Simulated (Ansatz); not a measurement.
# Ta, pressure series

Consider Ta in the bcc (W type) structure (space group Im-3m, No. 229; a = 3.305 Å).

Cell and atoms are relaxed at each pressure.

Method: r2SCAN (Ansatz, a program for electronic structure), scalar-relativistic without spin-orbit coupling.

Notes on the quantities. enthalpy: H = E + PV relative to the base's energy.

```tsv
variant	lattice parameter a	enthalpy
base	3.305 Å	–
pressure −2 GPa	3.316 Å	-0.23 eV/atom
pressure −1 GPa	3.310 Å	-0.11 eV/atom
pressure 1.8 GPa	3.295 Å	+0.20 eV/atom
pressure 4.2 GPa	3.283 Å	+0.47 eV/atom
pressure 9 GPa	3.260 Å	+0.99 eV/atom
pressure 18 GPa	3.222 Å	+1.95 eV/atom
pressure 30 GPa	3.177 Å	+3.17 eV/atom
pressure 45 GPa	3.129 Å	+4.64 eV/atom
pressure 60 GPa	(withheld)	+6.05 eV/atom
```

### Question
Some entries are withheld; estimate them.

### Answer

- pressure 60 GPa, lattice parameter a: 3.087 Å

Load acts through the strain it causes; cell and atoms are relaxed under it. No phonon test of stability was made. No other phases were tried under pressure. All final runs are without spin polarisation.
